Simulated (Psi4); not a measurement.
Psi4 1.11, B3LYP/def2-svp: W(F)5(OH) ([OH][W]([F])([F])([F])([F])[F]), 8 atoms. The geometry is a generated start, not checked to be a minimum at this level.

```json
{
 "task": "energy",
 "method": "b3lyp",
 "basis": "def2-svp",
 "memory": "3 GB",
 "maxiter": "100",
 "keys_of_the_molecule_block": "symmetry c1",
 "scf_type": "df (default)",
 "e_convergence": "1e-06 (default)",
 "d_convergence": "1e-06 (default)",
 "dft_radial_points": "75 (default)",
 "dft_spherical_points": "302 (default)",
 "effective_core_potentials": "those of the basis set, past Kr",
 "basis_functions": "121",
 "grid_points": "173912"
}
```

```xyz
8

W     -0.1303     0.2717    -0.0583
F     -0.9245     1.8920    -0.4120
F      1.2656     1.2121     0.7351
F      0.7181     0.4101    -1.7090
F     -1.0442     0.2617     1.5632
F     -1.5906    -0.5376    -0.8813
O      0.6500    -1.3267     0.2901
H      1.0560    -2.1832     0.4723
```

Charge 0 and multiplicity 1 are set for this test and not shown to be the ground state.

With the defaults (diis = true, scf_initial_accelerator = adiis, damping_percentage = 0, guess = auto, which took SAD, soscf = false, soscf_start_convergence = 0.01, diis_max_vecs = 10) it converges in 11 SCF iterations. One run each on 2 threads, with these changes:
- diis = false, scf_initial_accelerator = none, damping_percentage = 60
- soscf = true
- guess = core
- diis_max_vecs = 6
- diis_max_vecs = 3
- scf_initial_accelerator = none
- guess = gwh
- guess = sapgau
- soscf = true, soscf_start_convergence = 0.001

Task: Which of these changes keep the SCF from converging, or lead it to another solution?

Result: No convergence: diis = false, scf_initial_accelerator = none, damping_percentage = 60 (the run ends without SCF convergence in 100 iterations). The rest reach the solution of the defaults.

```csv
setting,SCF iterations,JK calls,end
soscf = true,8,29,same solution
"soscf = true, soscf_start_convergence = 0.001",8,19,same solution
the defaults,11,12,same solution
scf_initial_accelerator = none,11,12,same solution
diis_max_vecs = 6,12,13,same solution
guess = core,14,14,same solution
guess = gwh,14,14,same solution
guess = sapgau,16,16,same solution
diis_max_vecs = 3,33,34,same solution
"diis = false, scf_initial_accelerator = none, damping_percentage = 60",100,101,no convergence
```

An SOSCF iteration holds several JK calls; a Hückel guess adds calls on atoms. 1 further run of the study ended by our limits or in an error and is left out.
